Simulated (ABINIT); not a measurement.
Band structure of Si₂Ni (Fm-3m, 3 atoms in the cell).

```xyz
3
Lattice="0.0000 2.6848 2.6848 2.6848 0.0000 2.6848 2.6848 2.6848 0.0000" Properties=species:S:1:pos:R:3 pbc="T T T"
Si     1.3424     1.3424     1.3424
Si     4.0272     4.0272     4.0272
Ni     0.0000     0.0000     0.0000
```

Computed with PBE, norm-conserving pseudopotentials (PseudoDojo nc-sr-05 PBE standard) (plane waves; ABINIT).

Settings: pseudos = [Si.upf, Ni.upf]; ecut = 98 Ry; occopt = 7; tsmear = 0.272 eV; ngkpt = 9 9 9; nshiftk = 1; shiftk = 0 0 0; potentials = PseudoDojo nc-sr-05 PBE standard; kptopt = 1; nstep = 80; tolvrs1 = 1e-10; ndtset = 2; getden2 = 1.

The starting cell comes from a database of computed structures (which also holds hypothetical and non-ambient phases and stackings), without a prior relaxation at this level. Its lattice was rescaled by a random factor within 2.5 % of one. Spin polarisation is off.

Levels in eV from the Fermi level, bands 10 to 17:
| point | 10 | 11 | 12 | 13 | 14 | 15 | 16 | 17 |
|---|---|---|---|---|---|---|---|---|
| Γ | -3.62 | -0.17 | 1.72 | 1.72 | 1.72 | 2.21 | 2.21 | 2.21 |
| X | -3.72 | -3.72 | -3.55 | -3.19 | -0.39 | 1.36 | 7.69 | 8.44 |
| W | -3.85 | -3.72 | -3.27 | -2.50 | 2.24 | 2.24 | 4.63 | 5.26 |
| K | -3.92 | -3.53 | -3.00 | -2.71 | 0.21 | 3.63 | 4.70 | 6.49 |
| L | -3.43 | -3.43 | -1.53 | -1.53 | 1.79 | 1.81 | 1.81 | 2.71 |
| U | -3.92 | -3.53 | -3.00 | -2.71 | 0.21 | 3.63 | 4.70 | 6.49 |

Bands cross the Fermi level along this path, so the cell is metallic at this level.
